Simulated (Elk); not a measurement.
Worked example: self-consistent single point of Al3Ir (P6_3/mmc, 8 atoms in the cell) in Elk.

Method of the run: PBEsol, all-electron FP-LAPW, Elk's shipped species files, default APW+lo basis (Elk).

The change in words: lattice scaled by 0.98. Reference geometry:
```yaml
crystal:
  lattice:
    - [4.37347, 0.00000, 0.00000]
    - [-2.18673, 3.78753, 0.00000]
    - [0.00000, 0.00000, 7.92811]
  atoms:
    - { symbol: Al, position: [0.00000, 0.00000, 0.25000] }
    - { symbol: Al, position: [0.00000, 0.00000, 0.75000] }
    - { symbol: Al, position: [0.33333, 0.66667, 0.57989] }
    - { symbol: Al, position: [0.66667, 0.33333, 0.42011] }
    - { symbol: Al, position: [0.66667, 0.33333, 0.07989] }
    - { symbol: Al, position: [0.33333, 0.66667, 0.92011] }
    - { symbol: Ir, position: [0.33333, 0.66667, 0.25000] }
    - { symbol: Ir, position: [0.66667, 0.33333, 0.75000] }
```

Reference input (self-consistent single point, DFT, PBEsol, all-electron FP-LAPW, Elk's shipped species files, default APW+lo basis): xctype = 22; stype = 0; swidth = 0.00499791 Ha; ngridk = 7 7 4; rmtscf = 0.9; maxscl = 100. This run's input differs from it in these lines:

```diff
@@ -22,5 +22,5 @@
 avec
-    4.3734672745    0.0000001863    0.0000000000
-   -2.1867337986    3.7875336692    0.0000000000
-    0.0000000000    0.0000000000    7.9281070000
+    4.2859979142    0.0000000199    0.0000000000
+   -2.1429989743    3.7117830643    0.0000000000
+    0.0000000000    0.0000000000    7.7695450000
```

Output (repeated stretches shortened):

```
│ Self-consistent loop started │
│ Loop number : 1 │
 total energy                :     -37181.1182704
│ Loop number : 2 │
 total energy                :     -37180.4464465
RMS change in Kohn-Sham potential (target) :   0.5996266615     (  0.1000000000E-05)
Absolute change in total energy (target)   :   0.6718238387     (  0.1000000000E-03)
│ Loop number : 3 │
 total energy                :     -37188.7598530
RMS change in Kohn-Sham potential (target) :   0.5069963421     (  0.1000000000E-05)
Absolute change in total energy (target)   :    8.145450482     (  0.1000000000E-03)
│ Loop number : 4 │
   [... lines left out ...]
Absolute change in total energy (target)   :   0.4456829774E-03 (  0.1000000000E-03)
│ Loop number : 15 │
 total energy                :     -37160.7191790
RMS change in Kohn-Sham potential (target) :   0.1129054524E-06 (  0.1000000000E-05)
Absolute change in total energy (target)   :   0.1156939979E-03 (  0.1000000000E-03)
│ Loop number : 16 │
 total energy                :     -37160.7191822
RMS change in Kohn-Sham potential (target) :   0.2409159584E-07 (  0.1000000000E-05)
Absolute change in total energy (target)   :   0.2568981290E-04 (  0.1000000000E-03)
Convergence targets achieved

│ Loop number : 17 │

Energies :
 Fermi                       :     0.353067277546
 total energy                :     -37160.7191821

Density of states at Fermi energy :    54.78863997
 (states/Hartree/unit cell)

Estimated indirect band gap :   0.2765881790E-02
 from k-point      4 to k-point      2
Estimated direct band gap   :   0.1896231607E-01
 at k-point      5

Charges :
 core                        :    120.0000000
 valence                     :    112.0000000
 interstitial                :    15.27445431
 muffin-tins (core leakage)
  species :    1 (Al)
   atom    1                 :    10.91808181     (  0.1540248228E-02)
   atom    2                 :    10.91808181     (  0.1540248228E-02)
   atom    3                 :    10.83983955     (  0.1511063765E-02)
   [... lines left out ...]
  species :    2 (Ir)
   atom    1                 :    75.76501193     (  0.1042117379E-02)
   atom    2                 :    75.76501193     (  0.1042117379E-02)
 total in muffin-tins        :    216.7255457
 total calculated charge     :    231.9505441
 total charge                :    232.0000000
 error                       :   0.4945586207E-01

│ Self-consistent loop stopped │
```

The run converged in 17 iterations. The count includes the last loop, which Elk runs after its targets are met. Against the reference run the total energy goes down by 33.9 meV/atom.

The starting cell comes from a database of computed structures (which also holds hypothetical and non-ambient phases and stackings), without a prior relaxation at this level. Its lattice was rescaled by a random factor within 2.5 % of one. For this run, on top of that: lattice scaled by 0.98. Spin-orbit coupling is off. Spin polarisation is off. Values depend on the basis (sphere radii, cutoffs, local orbitals), which need not be converged. The log's line on a gap gives a spacing of levels on this mesh, which the program prints for metals too.

Cost on one core of a shared machine: roughly 2 min.
